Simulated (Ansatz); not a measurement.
Consider TiB2 (space group P6/mmm, No. 191).

```
TiB2
1.0
    2.99392     0.00000     0.00000
   -1.49696     2.59281     0.00000
    0.00000     0.00000     3.15953
Ti B
1 2
Direct
  0.00000   0.00000   0.00000
  0.66667   0.33333   0.50000
  0.33333   0.66667   0.50000
```

Cartesian axes are those of the cell as printed.

The values are results of Ansatz (an electronic-structure program) LDA, no spin-orbit coupling, not measurements.

Strains are applied to the cell and any free atomic positions relax.

One change was made to it. Results:

| quantity | base | after |
|---|---|---|
| energy relative to the base (free energy F) | 0 meV/atom | +17 meV/atom |
| pressure (mean of the normal stresses, compression positive) | 0.0 GPa | 9.9 GPa |

Name the change that was made.
A) uniaxial strain ε_xx = +3.00 %
B) uniaxial strain ε_xx = +2.00 %
C) uniaxial strain ε_xx = −2.50 %
D) uniaxial strain ε_xx = −3.00 %

D, uniaxial strain ε_xx = −3.00 %. For comparison, the energy relative to the base in the other runs: uniaxial strain ε_xx = +3.00 % gives +15 meV/atom; uniaxial strain ε_xx = −2.50 % gives +12 meV/atom; uniaxial strain ε_xx = +2.00 % gives +6.9 meV/atom.

A case with no gap was solved on a k-mesh chosen for an insulator, which is coarse for it. Without a gap, meshes like the base's 13×13×10 leave anisotropic stresses uncertain by several tenths of a GPa, and small strain energies with them. Stability against distortions was not tested. The final runs are not spin-polarised.
